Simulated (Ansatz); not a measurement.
KCdF3 (Pm-3m, No. 221, 5 atoms in the cell; start mp-10175)

Level of theory: PBE0 (PAW; Ansatz, an electronic-structure program).

Settings: plane-wave cutoff 460 eV, 6×6×6 k mesh, Fermi–Dirac smearing 0.01 eV, scalar-relativistic PAW data made under PBE.

Cell (relaxed with PBEsol):

```
CELL_PARAMETERS angstrom
      4.38553     0.00000     0.00000
      0.00000     4.38553     0.00000
      0.00000     0.00000     4.38553
ATOMIC_POSITIONS crystal
  K  0.00000 0.00000 0.00000
  Cd 0.50000 0.50000 0.50000
  F  0.00000 0.50000 0.50000
  F  0.50000 0.00000 0.50000
  F  0.50000 0.50000 0.00000
```

- band gap = 5.86 eV (on the SCF k mesh)
- smallest direct gap on the k points sampled = 7.83 eV

Note: cell and atoms aren't relaxed at this level (pressure 1.2 GPa).

Spin–orbit coupling is not included.

Computed values are for the static lattice.

The result took roughly 2.7 core-minutes.

A start named mp-… is a Materials Project structure, which need not be a measured phase.
